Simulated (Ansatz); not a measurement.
The parent structure is LaAgSO (space group P4/nmm, No. 129; a = 4.031 Å, c = 8.850 Å).

Method: Ansatz (a quantum-chemistry and plane-wave program), PBEsol, PAW, cutoff 420 eV, no SOC.

One change was made to it. Results:

```json
[
 {"quantity": "volume per atom", "base": "17.97 Å³", "after": "17.91 Å³"},
 {"quantity": "band gap", "base": "1.32 eV", "after": "1.33 eV"},
 {"quantity": "electron mass", "base": "0.36 mₑ along c, 0.28 mₑ across (at Γ)", "after": "0.36 mₑ along c, 0.28 mₑ across (at Γ)"}
]
```

**Question.** Name the change that was made.
(A) pressure 3 GPa
(B) pressure 1.5 GPa
(C) pressure 0.7 GPa
(D) pressure 0.3 GPa

**Answer.** D, pressure 0.3 GPa. For comparison, the volume per atom in the other runs: pressure 0.7 GPa gives 17.82 Å³; pressure 1.5 GPa gives 17.66 Å³; pressure 3 GPa gives 17.37 Å³.

Load acts through the strain it causes; cell and atoms are relaxed under it. Masses are band curvatures over ±0.01 Å⁻¹ around the edge. No phonon test of stability was made.
